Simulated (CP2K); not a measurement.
CP2K run on HgTe (F-43m, 2 atoms in the cell): self-consistent single point.

Level of theory: PBE, GPW, DZVP-MOLOPT-SR-GTH basis, GTH-PBE potentials (GTH_POTENTIALS) (CP2K).

The change in words: lattice scaled by 0.98. Reference geometry:
```
CELL_PARAMETERS angstrom
      4.65059     0.00000     0.00000
      2.32529     4.02753     0.00000
      2.32529     1.34251     3.79719
ATOMIC_POSITIONS crystal
  Hg 0.00000 0.00000 0.00000
  Te 0.25000 0.25000 0.25000
```

Reference input (self-consistent single point, DFT PBE, GPW, DZVP-MOLOPT-SR-GTH basis, GTH-PBE potentials (GTH_POTENTIALS)): CUTOFF = 500 Ry; REL_CUTOFF = 50 Ry; SMEAR/METHOD = FERMI_DIRAC; ELECTRONIC_TEMPERATURE = 580.23 K; KPOINTS/SCHEME = MONKHORST-PACK 9 9 9; XC_FUNCTIONAL = PBE; Hg/BASIS_SET = DZVP-MOLOPT-SR-GTH-q12; Hg/POTENTIAL = GTH-PBE-q12; Te/BASIS_SET = DZVP-MOLOPT-SR-GTH-q6; Te/POTENTIAL = GTH-PBE-q6; METHOD = GPW; EPS_DEFAULT = 1e-10. This run's input differs from it in these lines:

```diff
@@ -63,5 +63,5 @@
     &CELL
-      A 4.65058900 0.00000000 0.00000000
-      B 2.32529400 4.02752800 0.00000000
-      C 2.32529400 1.34250900 3.79719000
+      A 4.55757800 0.00000000 0.00000000
+      B 2.27878900 3.94697800 0.00000000
+      C 2.27878900 1.31565900 3.72124600
       PERIODIC XYZ
```

The program printed (abridged):

```
 SCF WAVEFUNCTION OPTIMIZATION

  Step     Update method      Time    Convergence         Total energy    Change
     1 NoMix/Diag. 0.30E+00      -     0.99630901       -49.4246981851 -4.94E+01
     2 Broy./Diag. 0.30E+00      -     0.03256305       -49.7342528428 -3.10E-01
     3 Broy./Diag. 0.30E+00      -     0.05737932       -49.4549501371  2.79E-01
     4 Broy./Diag. 0.30E+00      -     0.00444838       -49.2845895209  1.70E-01
     5 Broy./Diag. 0.30E+00      -     0.00293535       -49.2934881211 -8.90E-03
     6 Broy./Diag. 0.30E+00      -     0.00078645       -49.2998261080 -6.34E-03
   [... 5 lines left out ...]
    12 Broy./Diag. 0.30E+00      -     0.00000050       -49.2941602144  1.09E-05
    13 Broy./Diag. 0.30E+00      -     0.00000014       -49.2941612403 -1.03E-06
    14 Broy./Diag. 0.30E+00      -     0.00000013       -49.2941613440 -1.04E-07
    15 Broy./Diag. 0.30E+00      -     7.3737E-09       -49.2941613459 -1.90E-09
  *** SCF run converged in    15 steps ***

  Overlap energy of the core charge distribution:               0.00000000399339
  Self energy of the core charge distribution:                -88.92763962189808
  Core Hamiltonian energy:                                     25.54852015275785
  Hartree energy:                                              21.87381650283249
  Exchange-correlation energy:                                 -7.78884175133576
  Electronic entropic energy:                                  -0.00001663223234
  Fermi energy:                                                 0.15766517959631

  Total energy:                                               -49.29416134588247
  Total energy (extrapolated to T->0):                        -49.29415302976630

   [... lines left out ...]

 STRESS| Analytical stress tensor [bar]
 STRESS|                        x                   y                   z
 STRESS|      x        5.03412404367E+04   6.47228403055E-01   4.57659266293E-01
 STRESS|      y        6.47228403055E-01   5.03404985844E+04   2.57425045043E-01
 STRESS|      z        4.57659266293E-01   2.57425045043E-01   5.03404807533E+04
 STRESS| 1/3 Trace                                             5.03407399248E+04
```

The run converged in 15 iterations. Against the reference run the free energy goes up by 44.4 meV/atom and the pressure goes from 1.95 to 5.03 GPa.

The starting cell has typed, rounded lattice constants, without a prior relaxation at this level. Its lattice was rescaled by a random factor within 2.5 % of one. For this run, on top of that: lattice scaled by 0.98. Values carry the incompleteness of an atom-centred basis. With a pressure of about 5 GPa the cell is away from its equilibrium volume at this level. The run gives no clean gap (levels at the Fermi energy touch, overlap or are partly filled at this smearing), which alone does not show that the compound is a metal.

Cost on one core of a shared machine: roughly 40 s.
